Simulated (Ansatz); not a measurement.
**Effect of Au → Ir on Au**

Start from Au in the fcc (Cu type) structure (space group Fm-3m, No. 225; a = 4.157 Å).

Now apply this change: every Au is replaced by Ir, then cell and atoms are relaxed.

Computed with plane-wave PAW DFT at the PBE level (Ansatz, a quantum-chemistry and plane-wave program, 420 eV), no SOC. k-mesh 21×21×21 (Γ-centred); smearing 0.05 eV (Fermi–Dirac), for the changed cell.

```json
{
  "volume_per_atom": "14.50 Å³ (base 17.96 Å³)",
  "density": "22.01 g/cm³ (base 18.21 g/cm³)",
  "lattice_parameter_a": "387.1 pm (base 415.7 pm)",
  "shortest_interatomic_distance": "273.7 pm (base 294.0 pm)",
  "band_gap": "zero (base zero)"
}
```

No phonon test of stability was made. All final runs are without spin polarisation.
